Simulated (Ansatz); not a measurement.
# Pressure series in Nb2AsC

Consider Nb2AsC (space group P6_3/mmc, No. 194; a = 3.2988 Å, c = 11.9079 Å; a cell from a computed database, its experimental status unchecked).

Cell and atoms are relaxed at each pressure.

The values are results of PBEsol in Ansatz (plane waves to 420 eV, PAW, no SOC), not measurements.

Notes on the quantities. enthalpy: H = E + PV relative to the base's energy.

| case | volume per atom | enthalpy |
|---|---|---|
| base | 14.03 Å³ | – |
| pressure 0.3 GPa | 14.01 Å³ | +0.03 eV/atom |
| pressure 0.7 GPa | 13.98 Å³ | +0.06 eV/atom |
| pressure 1.5 GPa | 13.93 Å³ | +0.13 eV/atom |
| pressure 3 GPa | 13.84 Å³ | +0.26 eV/atom |
| pressure 5 GPa | 13.73 Å³ | +0.43 eV/atom |
| pressure 7.5 GPa | 13.59 Å³ | +0.65 eV/atom |

Load acts through the strain it causes; cell and atoms are relaxed under it. No phonon test of stability was made. Competing high-pressure phases were not computed. All final runs are without spin polarisation.

Ansatz is a first-principles code.
